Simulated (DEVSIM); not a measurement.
Structure: TaN/La2O3/p-Ge capacitor, at 300 K.

Layer 1 from the left is La2O3, thickness (nm) 14.0. Layer 2 from the left is Ge, thickness (nm) 1000, Na (cm⁻³) 6.8e17.

Metal gate on the left, work function 4.4 eV. Fixed charge at the semiconductor interface -8.1e10 cm⁻² (in units of +e); no interface traps.

Constants are typed, rounded textbook-type inputs, not results; the design itself was drawn at random and stands for no fabricated device. Values at 300 K.

La2O3: gap (eV) 5.8, affinity (eV) 1.8, permittivity 27. Ge: gap (eV) 0.664, affinity (eV) 4, permittivity 16, Nc (cm⁻³) 1.04e19, Nv (cm⁻³) 6e18.

### Question
Estimate by hand the flat-band voltage, the threshold voltage, and compare with a numerical solution.

### Answer

- Flat-band voltage: C = 1.71 μF/cm², work-function difference -0.208 V; VFB = φms − qNf/C = -0.20 V; numerical -0.20 V.
- Threshold voltage: φF = 0.269 V, depletion charge √(4εqNφF) = 4.07e-7 C/cm²; VT = VFB + 2φF + Qd/C = 0.58 V; numerical 0.58 V.

Simulated with DEVSIM: 1D Poisson equation in equilibrium, Boltzmann statistics, complete ionisation; no quantum confinement or tunnelling. Metal contacts follow the ideal Schottky-Mott rule: no Fermi-level pinning, no interface dipoles.
